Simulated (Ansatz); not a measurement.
The reference is SnSe₂ in the CdI2 type structure (space group P-3m1, No. 164; a = 3.8258 Å, c = 6.2309 Å; layered, stacked along the Cartesian z axis). Axes: x lies along a and z along c of the hexagonal cell.

The values are results of r2SCAN+rVV10 in Ansatz (plane waves to 500 eV, PAW, no SOC), not measurements.

For the base:

The band gap is 0.94 eV and the pressure is 0.00 GPa.

Perturbation: tensor shear ε_yz = +1.84 % (engineering shear γ = 0.0368); the atoms relax in the strained cell.

Q: What happens to the energy relative to the base, band gap, largest internal atomic displacement and pressure?

A: The energy rises by 0.9 meV/atom; the band gap shrinks by 0.03 eV, from 0.94 eV to 0.91 eV; the largest internal atomic displacement amounts to 0.047 Å; the pressure (mean of the normal stresses, compression positive) is nearly the same (0.00 GPa against 0.03 GPa).

Whether these cells are dynamically stable was not tested.

Ansatz is a program for electronic structure.
